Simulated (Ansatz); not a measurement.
Input:

```yaml
crystal:
  lattice:
    - [5.62010, 0.00000, 0.00000]
    - [0.00000, 5.62010, 0.00000]
    - [2.81005, -2.81005, 4.30611]
  atoms:
    - { symbol: Br, position: [0.25000, 0.25000, 0.50000] }
    - { symbol: Cs, position: [0.00000, 0.00000, 0.00000] }
```

No spin polarisation.

Level of theory: PBE, PAW, 420 eV (Ansatz, a first-principles code; no spin-orbit coupling). Γ-centred 7×7×7 mesh, Fermi–Dirac width 0.05 eV.

Question: Predict the pressure (mean of the normal stresses, compression positive).

Answer: 0.05 GPa.

Question: Predict the smallest direct gap.

Answer: 4.15 eV.

Question: Estimate the electron mass.

Answer: 0.51 mₑ (at Γ).

The cells carry an imposed strain or load. Masses are band curvatures over ±0.01 Å⁻¹ around the edge. No phonon test of stability was made. The cell was made from CsBr in the zinc blende structure (space group F-43m, No. 216; a hypothetical phase, not in the database extracts checked) by this change: biaxial strain −2.99 %, plane normal [001], relaxed out of plane.
